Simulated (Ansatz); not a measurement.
Candidates (primitive cells; geometry: cell and atoms relaxed with PBEsol):
A. MgS (Fm-3m), a = 3.6641 Å, b = 3.6641 Å, c = 3.6641 Å, α = 60.00°, β = 60.00°, γ = 60.00°
B. CsH (Fm-3m), a = b = c = 4.4224 Å, α = β = γ = 60.00°
C. YN (Fm-3m), a = 3.434 Å, b = 3.434 Å, c = 3.434 Å, α = 60.00°, β = 60.00°, γ = 60.00°
D. NaF (Fm-3m), a = b = c = 3.2731 Å, α = β = γ = 60.00°
E. NaH (Fm-3m), a = b = c = 3.388 Å, α = β = γ = 60.00°

Problem. Put the candidates in order of band gap, highest first, for r2SCAN, rigid bands run with Ansatz (an electronic-structure program).

Solution. D (7.15 eV), E (4.40 eV), A (3.49 eV), B (2.61 eV), C (0.54 eV)

Spin-orbit coupling is left out.

Formula and space group known from diffraction (Crystallography Open Database), not checked to be the room-temperature form: CsH (Fm-3m).
